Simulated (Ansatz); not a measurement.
For Tl₂O (R-3m, No. 166; start mp-551470), LDA (plane waves, PAW; Ansatz, a program for electronic structure) gives:

| Property | Result |
|---|---|
| volume per atom | 21.11 Å³/atom |
| band gap at the PBE-D3(BJ) cell | 0.35 eV |

**Question.** What does PBEsol in Ansatz (plane waves, PAW) give for the same quantities?

**Answer.** 
- equilibrium volume per atom: 22.33 Å³/atom (increases by 5.8 %)
- band gap at the PBE-D3(BJ) cell: 0.34 eV (is nearly the same)

Changes are worked out from the printed values.

Unless a cell is named, each level is at its own relaxed cell (LDA 21.11, PBEsol 22.33 Å³/atom).

Levels without +SOC leave out spin–orbit coupling, which shifts energies and cells of such heavy elements.

Levels without +SOC have no spin–orbit coupling; where heavier elements are present it shifts gaps, mostly down, and can invert bands. Density-functional gaps are differences of (generalised) Kohn–Sham levels.

Caveats: the relaxation could not lower the start's symmetry, so the cell can be a saddle point above a distorted one (LDA, PBEsol). Ansatz's density-functional and Hartree–Fock values are scalar-relativistic unless marked +SOC, with PAW data made under PBE.

A start named mp-… is a Materials Project structure, which can be a computed phase never made.
